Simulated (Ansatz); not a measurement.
Base system: Cu3Sn (space group Pmmn, No. 59; a = 4.2641 Å, b = 5.4256 Å, c = 4.7748 Å). Axes: x, y, z lie along a, b, c of the conventional cell.

Calculations: Ansatz (a first-principles code), PBEsol, PAW, cutoff 420 eV, no SOC, earlier PAW set.

Base values:

| Property | Value |
|---|---|
| Pressure | 0.0 GPa |
| Shortest interatomic distance | 2.564 Å |
| Band gap | zero |

One thing is altered: the symmetric strain tensor [-0.0115 0.0046 -0.0008; 0.0046 0.0058 -0.0015; -0.0008 -0.0015 0.0021]; the atoms relax in the strained cell.

Task: Predict the new pressure.

Result: The pressure (mean of the normal stresses, compression positive) goes from zero to 0.7 GPa.

Task: How does this affect the energy relative to the base?

Result: The energy goes up by 1.2 meV/atom.

Task: Estimate the effect on the shortest interatomic distance.

Result: The shortest interatomic distance stays essentially unchanged (2.564 Å against 2.563 Å).

Task: What happens to the band gap?

Result: The band gap stays zero.

Without a gap, meshes like the base's 11×9×10 leave anisotropic stresses uncertain by several tenths of a GPa, and small strain energies with them. Whether these cells are dynamically stable was not tested. The final runs are not spin-polarised.
